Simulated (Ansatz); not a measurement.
The reference is NbN in the rock salt structure (space group Fm-3m, No. 225).

```yaml
crystal:
  lattice:
    - [0.00000, 2.21065, 2.21065]
    - [2.21065, 0.00000, 2.21065]
    - [2.21065, 2.21065, 0.00000]
  atoms:
    - { symbol: N, position: [0.00000, 0.00000, 0.00000] }
    - { symbol: Nb, position: [0.50000, 0.50000, 0.50000] }
```

Method: PBE (Ansatz, a quantum-chemistry and plane-wave program, PAW, no spin-orbit coupling).

Before the change:

- Volume per atom = 10.80 Å³
- Band gap = zero

One thing is altered: a hydrostatic pressure of 3 GPa.

Q: What does the calculation give for the volume per atom after the change?

A: The volume per atom shrinks by 0.10 Å³ to 10.70 Å³.

Q: Estimate the effect on the band gap.

A: The band gap remains zero.

Load acts through the strain it causes; cell and atoms are relaxed under it. No phonon test of stability was made. All final runs are without spin polarisation.
